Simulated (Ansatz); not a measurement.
The starting structures come from a database of crystals and need not be the phases stable at ambient conditions.

 Where the default PAW files enter, the runs use the earlier of Ansatz's two default sets.

Crystal: Tl2SiF6 (Fm-3m, not sure to be the ambient phase, 9 atoms a cell, 18.5 Å³ an atom, -3 GPa at this level); planes in its conventional cell.

Level of theory: r2SCAN (plane waves, PAW; Ansatz, a program for electronic structure).

No gap correction and no spin-orbit coupling; mid-gap values are interpolated between computed energies.

| plane | area of the cell (Å²) | mid-gap κ (1/Å) | largest κ in the gap (1/Å) |
|---|---|---|---|
| (111) | 33.0 | 0.47 | 0.48 |
| (110) | 53.9 | (withheld) | (withheld) |
| (001) | 38.1 | (withheld) | (withheld) |

The slowest decay depends on the direction. Supply the withheld values.


- (110), mid-gap κ (1/Å): 0.45
- (110), largest κ in the gap (1/Å): 0.45
- (001), mid-gap κ (1/Å): 0.39
- (001), largest κ in the gap (1/Å): 0.39
